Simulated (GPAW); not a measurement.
GPAW run on CoSn (P6/mmm, 6 atoms in the cell): self-consistent single point.

Level of theory: PBE, GPAW PAW datasets PBE (gpaw-data 1.0.1) (plane waves; GPAW).

The change in words: lattice scaled by 0.98. Reference geometry:
```yaml
crystal:
  lattice:
    - [5.24761, 0.00000, 0.00000]
    - [-2.62381, 4.54457, 0.00000]
    - [0.00000, 0.00000, 4.18885]
  atoms:
    - { symbol: Co, position: [0.00000, 0.50000, 0.00000] }
    - { symbol: Co, position: [0.50000, 0.00000, 0.00000] }
    - { symbol: Co, position: [0.50000, 0.50000, 0.00000] }
    - { symbol: Sn, position: [0.66667, 0.33333, 0.50000] }
    - { symbol: Sn, position: [0.33333, 0.66667, 0.50000] }
    - { symbol: Sn, position: [0.00000, 0.00000, 0.00000] }
```

Reference input (self-consistent single point, DFT PBE, plane waves, GPAW PAW datasets PBE (gpaw-data 1.0.1)): mode = pw; ecut = 850 eV; xc = PBE; kpts = 6 6 7; mesh shift (steps) = 0 0 0; occupations.name = fermi-dirac; occupations.width = 0.1 eV; nbands = -10; convergence.density = 1e-05 e/electron; symmetry.symmorphic = false; symmetry.tolerance = 0.0005; maxiter = 120. This run's input differs from it in these lines:

```diff
@@ -5,5 +5,5 @@
 atoms = Atoms(['Co', 'Co', 'Co', 'Sn', 'Sn', 'Sn'],
-              cell=[[5.247614, 0.000000, 0.000000],
-                    [-2.623807, 4.544567, 0.000000],
-                    [0.000000, 0.000000, 4.188846]],
+              cell=[[5.142662, 0.000000, 0.000000],
+                    [-2.571331, 4.453676, 0.000000],
+                    [0.000000, 0.000000, 4.105069]],
               scaled_positions=[[0.000000, 0.500000, 0.000000],
```

The program printed (abridged):

```
     iter     time        total  log10-change:
                         energy   eigst   dens
iter:   1 --:--:--   -42.801420
iter:   2 --:--:--   -40.006403   -0.52  -1.19
iter:   3 --:--:--   -38.107131   -0.75  -1.28
iter:   4 --:--:--   -37.584040   -1.25  -1.41
iter:   5 --:--:--   -37.335204   -1.38  -1.64
iter:   6 --:--:--   -37.398420   -2.39  -2.11
iter:   7 --:--:--   -37.348423   -1.74  -1.96
iter:   8 --:--:--   -37.295025   -2.37  -2.19
iter:   9 --:--:--   -37.293950   -3.93  -2.76
iter:  10 --:--:--   -37.293830c  -3.49  -2.80
iter:  11 --:--:--   -37.294239c  -3.45  -2.95
iter:  12 --:--:--   -37.293282c  -4.90  -3.02
iter:  13 --:--:--   -37.292977c  -4.82  -3.24
iter:  14 --:--:--   -37.292816c  -4.70  -3.32
iter:  15 --:--:--   -37.292374c  -4.30  -3.42
iter:  16 --:--:--   -37.292364c  -5.84  -3.41
iter:  17 --:--:--   -37.292574c  -4.51  -3.44
iter:  18 --:--:--   -37.292410c  -5.75  -3.80
iter:  19 --:--:--   -37.292379c  -6.33  -4.52
iter:  20 --:--:--   -37.292377c  -7.59c -4.26
iter:  21 --:--:--   -37.292404c  -6.65  -4.27
iter:  22 --:--:--   -37.292414c  -7.45c -4.81
iter:  23 --:--:--   -37.292415c  -8.45c -5.14c
Converged after 23 iterations.

Dipole moment: (-0.000000, 0.000000, -0.000000) |e|*Ang

Energy contributions relative to reference atoms: (reference = -617740.209638)

Kinetic:        +85.961904
Potential:      -68.198156
External:        +0.000000
XC:             -54.608355
Entropy (-ST):   -0.118105
Local:           -0.388755
SIC:             +0.000000
--------------------------
Free energy:    -37.351468
Extrapolated:   -37.292415

Showing only first 2 kpts
 Kpt  Band  Eigenvalues  Occupancy
  0    32      9.96430    1.98822
  0    33      9.96438    1.98821
  0    34     10.97826    0.01324
  0    35     11.22070    0.00118

  1    32      9.94364    1.99041
  1    33      9.94372    1.99040
  1    34     10.97835    0.01322
  1    35     11.16686    0.00202

Fermi level: 10.47713

No gap
   [... lines left out ...]
  0 Co   -0.00000    0.00000    0.00000
  1 Co   -0.00000    0.00000    0.00000
  2 Co    0.00000   -0.00000    0.00000
  3 Sn    0.00000    0.00000    0.00000
  4 Sn    0.00000    0.00000    0.00000
  5 Sn    0.00000    0.00000    0.00000

Stress tensor:
    -0.085401    -0.000000     0.000000
    -0.000000    -0.085401     0.000000
     0.000000     0.000000    -0.089772
Stress (GPa, Voigt): [-13.6828 -13.6828 -14.3831   0.       0.      -0.    ]
```

The run converged in 23 iterations. GPAW prints stress with tension positive. Against the reference run the free energy goes up by 52.8 meV/atom and the pressure goes from 3.69 to 13.92 GPa.

The starting cell comes from a database of computed structures (which also holds hypothetical and non-ambient phases and stackings), without a prior relaxation at this level. Its lattice was rescaled by a random factor within 2.5 % of one. For this run, on top of that: lattice scaled by 0.98. Spin polarisation is off. With a pressure of about 14 GPa the cell is away from its equilibrium volume at this level.

Cost on one core of a shared machine: roughly 3 min.
